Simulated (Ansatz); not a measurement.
## Input and output of a self-consistent single point for SrGaSi (P3m1, 3 atoms in the cell) (Ansatz)

Method: PBEsol, default PAW files made with PBE (plane waves; Ansatz, a first-principles code).

Input:

Ansatz 0.2 input:
```yaml
crystal:
  lattice:
    - [4.192119, 0.000000, 0.000000]
    - [-2.096059, 3.630481, 0.000000]
    - [0.000000, 0.000000, 4.750027]
  atoms:
    - { symbol: Sr, position: [0.000000, 0.000000, 0.010526] }
    - { symbol: Ga, position: [0.333333, 0.666667, 0.500000] }
    - { symbol: Si, position: [0.666667, 0.333333, 0.500000] }
basis:
  ecutwfc: 420.0
kpoints:
  mp_grid: { grid: [9, 9, 7] }
hamiltonian:
  xc: pbesol
  pseudopotentials: { kind: paw }
scf:
  occupations: { method: fermi_dirac, width: 0.1 }
output:
  forces: true
  eigenvalues: true
  stress: true
```

Output (repeated stretches shortened):

```
WARN the atoms were moved onto the symmetric positions of the space group found under crystal.symmetry.tolerance 1.0e-5 (fractional …
WARN ansatz: RAYON_NUM_THREADS=1 ignored (pool sized by the plan → 1); use --threads N
Pseudopotentials: kind: paw
Pseudopotential: Sr, paw, valence charge 10
Pseudopotential: Ga, paw, valence charge 13
Pseudopotential: Si, paw, valence charge 4
Crystal: 3 atoms, lattice volume = 72.293 Å³
Basis set: ecut = 420 eV, 1401 PW (Γ), exchange–correlation on 60×60×64 points (8 copies of the dense FFT grid, shifted against one another)
Bands: 18, of which v1, the nominal top of the filled ones, is band 14 counted from 1 (13 counted from 0)
Symmetry: 6 space group operations
Space group: P3m1 (ITA 156), of the structure as read, at distance tolerance 4.2e-5 Å
k-points: 69 of 567 (time reversal used)
PAW frozen core: Sr, regenerated for the run's functional, and the local potential with it
PAW frozen core: Ga, regenerated for the run's functional, and the local potential with it
PAW frozen core: Si, regenerated for the run's functional, and the local potential with it
Initial density: superposition of atomic densities (neutral atoms: chi_scale 0, normalization atom), corrected by the library's trained network
Initial wavefunctions: pseudopotential atomic-orbital guess
Eigensolver: davidson
Functional: x = pbesol(κ = 0.804, μ = 0.12345679012345678), c = pbesol(β = 0.046)
SCF iter   1: F=—  HF=-7858.441437 eV  |F-HF|=—  |Δ(HF+E_count)|=         —  Δρ=4.07e-3  dr2=3.04e-2  ethr=1.77e-3  ⟨swp⟩=6.8  Hψ=7414  notcnv=0
all-band conjugate gradients solve this SCF's bands
preconditioner: auto → Kerker (q_TF=auto, 2.315 Å⁻¹)
SCF iter   2: F=—  HF=-7858.435553 eV  |F-HF|=—  |Δ(HF+E_count)|=   5.88e-3  Δρ=2.64e-3  dr2=1.58e-2  ethr=1.12e-4  ⟨swp⟩=1.1  Hψ=1827  notcnv=0
SCF iter   3: F=—  HF=-7858.431050 eV  |F-HF|=—  |Δ(HF+E_count)|=   4.50e-3  Δρ=6.26e-4  dr2=4.24e-4  ethr=5.84e-5  ⟨swp⟩=2.0  Hψ=1551  notcnv=0
SCF iter   4: F=—  HF=-7858.431011 eV  |F-HF|=—  |Δ(HF+E_count)|=   3.96e-5  Δρ=3.31e-4  dr2=1.24e-4  ethr=1.57e-6  ⟨swp⟩=2.0  Hψ=1887  notcnv=0
SCF iter   5: F=—  HF=-7858.430999 eV  |F-HF|=—  |Δ(HF+E_count)|=   1.20e-5  Δρ=1.95e-4  dr2=3.84e-5  ethr=4.59e-7  ⟨swp⟩=2.0  Hψ=1624  notcnv=0
SCF iter   6: F=—  HF=-7858.430993 eV  |F-HF|=—  |Δ(HF+E_count)|=   5.49e-6  Δρ=4.79e-5  dr2=2.65e-6  ethr=1.42e-7  ⟨swp⟩=2.0  Hψ=1905  notcnv=0
SCF iter   7: F=—  HF=-7858.430993 eV  |F-HF|=—  |Δ(HF+E_count)|=   4.76e-7  Δρ=1.33e-5  dr2=2.35e-7  ethr=9.82e-9  ⟨swp⟩=2.4  Hψ=2051  notcnv=0
SCF iter   8: F=-7858.430993 eV  HF=-7858.430993 eV  |F-HF|=3.27e-11  |Δ(HF+E_count)|=   2.39e-8  Δρ=3.35e-6  dr2=1.30e-8  ethr=3.70e-10  ⟨swp⟩=6.4  Hψ=6214  notcnv=0
SCF 1 converged in 8 iterations: F = -7858.430993 eV  dr2 = 1.30e-8
SCF converged after 8 iterations
Free energy (F): -7858.430993 eV
Harris-Foulkes:  -7858.430993 eV  (|F-HF|=3.27e-11)
Internal energy: -7858.394751 eV  (E = F + TS)
E sigma→0 (E₀):  -7858.412872 eV
Entropy (-TS):   -0.036242 eV (-12.081 meV/atom)
Fermi energy:    8.422966 eV
--- Per-component energies (eV) ---
  E_band       = -136.859063
  E_kinetic    = 401.214230
  E_local      = -2831.162691  (includes V_loc(G=0)·N_el)
  E_nonlocal   = 652.365777
  E_hartree    = 1179.664078
  E_xc         = -295.363188
  E_vxc        = -267.131768  (∫ρ·V_xc dr)
  E_paw        = -5090.561013  (= ΣΔE_a)
  E_vpaw       = -451.472031  (= ΣTr[D̂ρ^β])
  E_aug_tail   = -0.000095  (compensation charges beyond the density's cutoff)
  E_ewald      = -1875.580735
  E_core_change = 1.028886  (= ΣΔE_core)
  E_smearing   = -0.036242  (= −TS)
  E_closure    = 0.000000  (closes the sum)
  Σ components = -7858.430993   (vs F -7858.430993, Δ=0.00e0)
--- Forces (eV/Å), atoms counted from 1 ---
  atom   1  Sr     0.00000000    -0.00000000    -0.18051765
  atom   2  Ga    -0.00000000     0.00000000     0.08447823
  atom   3  Si    -0.00000000    -0.00000000     0.09603700
  max |Σ_I F_I| component: 2.42e-6 eV/Å
--- Stress (GPa, compression-positive) ---
       -1.632103      -0.000000       0.000000
       -0.000000      -1.632103       0.000000
        0.000000       0.000000      -2.115624
  P = ⅓ Tr σ = -1.7933 GPa (-17.933 kbar)
  The stress holds the Pulay correction. Without it, at fixed plane waves, as pw.x and ABINIT print it: P = -1.8139 GPa
--- Band table (eV; the first three rows and the last of 69) ---
  k-point 0: bands = ["-26.8917", "-9.0287", "-8.8556", "-8.8556", "-6.6422", "-6.6422", "-6.6204", "-6.5586", "-6.5586", "-1.9931", "6.4419", "7.1325", "7.1325", "8.1607", "8.4895", "11.1135", "11.1135", "12.7040"]
  k-point 1: bands = ["-26.8914", "-9.0491", "-8.8547", "-8.8547", "-6.6431", "-6.6431", "-6.6193", "-6.5579", "-6.5579", "-1.8944", "5.7070", "7.1971", "7.1971", "8.5575", "8.9725", "10.6697", "10.6697", "12.4675"]
  k-point 2: bands = ["-26.8907", "-9.0940", "-8.8525", "-8.8525", "-6.6450", "-6.6450", "-6.6167", "-6.5565", "-6.5565", "-1.6572", "4.7159", "7.3580", "7.3580", "8.7287", "10.1103", "10.1103", "10.2211", "11.7080"]
  k-point 68: bands = ["-26.8749", "-9.0414", "-9.0086", "-9.0003", "-6.6537", "-6.6179", "-6.5786", "-6.5643", "-6.5557", "0.6301", "1.3289", "4.6078", "6.8161", "7.4711", "11.0415", "12.4737", "12.7615", "13.3902"]
```

The run converged in 8 iterations.

The starting cell comes from a database of computed structures (which also holds hypothetical and non-ambient phases and stackings), without a prior relaxation at this level. Its lattice was rescaled by up to half a per cent. One atom was moved a little off its site on purpose. Ansatz's pressure includes its estimate of the finite-basis (Pulay) stress.
